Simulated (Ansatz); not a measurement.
The reference is BaTiO₃ in the cubic perovskite structure (space group Pm-3m, No. 221).

```cif
data_BaO3Ti
_chemical_formula_sum 'Ba1 Ti1 O3'
_space_group_name_H-M_alt 'P 1'
_space_group_IT_number 1
_cell_length_a 3.97019
_cell_length_b 3.97019
_cell_length_c 3.97019
_cell_angle_alpha 90.000
_cell_angle_beta 90.000
_cell_angle_gamma 90.000
loop_
_space_group_symop_operation_xyz
  'x, y, z'
loop_
_atom_site_label
_atom_site_type_symbol
_atom_site_fract_x
_atom_site_fract_y
_atom_site_fract_z
_atom_site_occupancy
Ba1 Ba 0.00000 0.00000 0.00000 1
Ti1 Ti 0.50000 0.50000 0.50000 1
O1 O 0.00000 0.50000 0.50000 1
O2 O 0.50000 0.50000 0.00000 1
O3 O 0.50000 0.00000 0.50000 1
```

All numbers come from Ansatz (a first-principles code) PBEsol, without spin-orbit coupling, earlier PAW set.

For the base:

| Quantity | Result |
|---|---|
| Smallest direct gap | 1.89 eV |
| Band gap | 1.82 eV |

Now apply this change: the cell is scaled by 1.0345 in all directions; the atoms relax in the strained cell.

Q: Estimate the effect on the smallest direct gap and band gap.

A: The smallest direct gap falls by 0.11 eV, from 1.89 eV to 1.78 eV; the band gap falls by 0.21 eV to 1.61 eV.

No phonon test of stability was made. All final runs are without spin polarisation. Many cubic perovskites are stable only at high temperature; tilts and polar distortions were not tested. This is not the structure that BaTiO3 has at room temperature and ambient pressure.
